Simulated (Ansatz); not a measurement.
Consider Ag in the fcc (Cu type) structure (space group Fm-3m, No. 225; a = 4.149 Å).

Computed with Kohn–Sham DFT with the PBE functional, run in Ansatz (a first-principles code) with PAW and 420 eV plane waves, spin-orbit coupling left out.

One change was made to it. Results:

| quantity | base | after |
|---|---|---|
| density | 10.03 g/cm³ | 11.75 g/cm³ |
| shortest interatomic distance | 2.933 Å | 2.783 Å |

Question: What was done to the base?
(A) pressure −2 GPa
(B) pressure 4.5 GPa
(C) pressure 22.5 GPa

Answer: C, pressure 22.5 GPa. For comparison, the density in the other runs: pressure 4.5 GPa gives 10.49 g/cm³; pressure −2 GPa gives 9.80 g/cm³.

Load acts through the strain it causes; cell and atoms are relaxed under it. Stability against distortions was not tested. No other phases were tried under pressure.
